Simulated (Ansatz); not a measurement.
## BeSe (model structure, started from the BN type, Pm-3n, No. 223, 12 atoms in the cell): lattice parameter a by level of theory

No measured value is used here.

```json
[
 {"level (code)": "LDA (Ansatz)", "value (Å)": "6.269"},
 {"level (code)": "PBE (Ansatz)", "value (Å)": "6.381"},
 {"level (code)": "PBEsol (Ansatz)", "value (Å)": "6.328"},
 {"level (code)": "PBE-D3(BJ) (Ansatz)", "value (Å)": "6.313"}
]
```

Ansatz's density-functional and Hartree–Fock values are scalar-relativistic unless marked +SOC, with PAW data made under PBE.

A model structure was made by putting elements into a prototype or built by hand; it is no filed structure, need not be a known phase, and can be a saddle point held by its symmetry.

Ansatz is a program for electronic structure.
